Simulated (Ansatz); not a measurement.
Take MoSi$_{2}$ (space group I4/mmm, No. 139; a = 3.190 Å, c = 7.822 Å; relaxed with 0.1 eV smearing) as the base.

Calculations: PBEsol (Ansatz, a quantum-chemistry and plane-wave program; PAW; 420 eV plane waves; spin-orbit coupling left out).

For the base:

The pressure is 0.0 GPa.

It is then changed as follows: every lattice vector is shortened by 1.00 %; the atoms relax in the strained cell.

Q: How does this affect the energy relative to the base?

A: The energy grows by 8.5 meV/atom.

Q: What happens to the pressure?

A: The pressure (mean of the normal stresses, compression positive) goes from zero to 7.1 GPa.

Stability against distortions was not tested. All final runs are without spin polarisation.
